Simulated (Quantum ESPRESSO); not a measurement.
Worked example: self-consistent single point of Pt3W (I4/mmm, 4 atoms in the cell) in Quantum ESPRESSO.

Computed with LDA (PZ), GBRV 1.5 ultrasoft (LDA) pseudopotentials (plane waves; Quantum ESPRESSO).

```
CELL_PARAMETERS angstrom
     -1.94790     1.94790     4.01834
      1.94790    -1.94790     4.01834
      1.94790     1.94790    -4.01834
ATOMIC_POSITIONS crystal
  Pt 0.75000 0.25000 0.50000
  Pt 0.25000 0.75000 0.50000
  Pt 0.50000 0.50000 0.00000
  W  0.00000 0.00000 0.00000
```

Reference input (self-consistent single point, DFT, PBEsol, plane waves, SSSP 1.1.2 efficiency (PBE) pseudopotentials): ecutwfc = 40 Ry; ecutrho = 320 Ry; occupations = smearing; smearing = fd; degauss = 0.0073499 Ry; input_dft = pbesol; potentials = {Pt: pt_pbe_v1.4.uspp.F.UPF, W: W_pbe_v1.2.uspp.F.UPF}; K_POINTS = automatic 8 8 8 0 0 0; conv_thr = 1e-10 Ry; mixing_beta = 0.3. This run's input differs from it in these lines:

```diff
@@ -17,3 +17,2 @@
  degauss = 0.0073499
- input_dft = 'pbesol'
 /
@@ -24,4 +23,4 @@
 ATOMIC_SPECIES
-Pt   195.0840  pt_pbe_v1.4.uspp.F.UPF
-W    183.8400  W_pbe_v1.2.uspp.F.UPF
+Pt   195.0840  pt_lda_v1.4.uspp.F.UPF
+W    183.8400  w_lda_v1.2.uspp.F.UPF
 ATOMIC_POSITIONS {bohr}
```

Log, with long lists cut:

```
     Self-consistent Calculation

     iteration #  1     ecut=    40.00 Ry     beta= 0.30

     negative rho (up, down):  5.883E-01 0.000E+00

     total energy              =    -790.41875913 Ry
     estimated scf accuracy    <       5.44307465 Ry

     iteration #  2     ecut=    40.00 Ry     beta= 0.30

     negative rho (up, down):  5.865E-01 0.000E+00

     total energy              =    -791.52644704 Ry
     estimated scf accuracy    <       3.01290122 Ry

     iteration #  3     ecut=    40.00 Ry     beta= 0.30

     negative rho (up, down):  5.766E-01 0.000E+00

     total energy              =    -791.63751165 Ry
     estimated scf accuracy    <       0.25857122 Ry

   [... 10 blocks of this kind left out ...]

     iteration # 14     ecut=    40.00 Ry     beta= 0.30

     negative rho (up, down):  5.741E-01 0.000E+00

     total energy              =    -791.72526801 Ry
     estimated scf accuracy    <          1.4E-10 Ry

     iteration # 15     ecut=    40.00 Ry     beta= 0.30

     negative rho (up, down):  5.741E-01 0.000E+00
     End of self-consistent calculation

     the Fermi energy is    22.7250 ev

!    total energy              =    -791.72526802 Ry
     estimated scf accuracy    <          8.8E-12 Ry
     smearing contrib. (-TS)   =      -0.00675635 Ry
     internal energy E=F+TS    =    -791.71851167 Ry

     convergence has been achieved in  15 iterations

     negative rho (up, down):  5.741E-01 0.000E+00

     Forces acting on atoms (cartesian axes, Ry/au):

     atom    1 type  1   force =     0.00000000    0.00000000    0.00000000
   [... zero for the other atoms too ...]

     Total force =     0.000000     Total SCF correction =     0.000000

     negative rho (up, down):  5.741E-01 0.000E+00
          total   stress  (Ry/bohr**3)                   (kbar)     P=     -122.85
  -0.00083370   0.00000000   0.00000000         -122.64        0.00        0.00
   0.00000000  -0.00083370   0.00000000            0.00     -122.64        0.00
  -0.00000000  -0.00000000  -0.00083789           -0.00       -0.00     -123.26

   JOB DONE.
```

The run converged in 15 iterations. Against the reference run the pressure goes from -6.69 to -12.28 GPa.

The starting cell comes from a database of computed structures (which also holds hypothetical and non-ambient phases and stackings), without a prior relaxation at this level. Spin polarisation is off. With a pressure of about -12 GPa the cell is away from its equilibrium volume at this level.

Cost on one core of a shared machine: roughly 3 min.
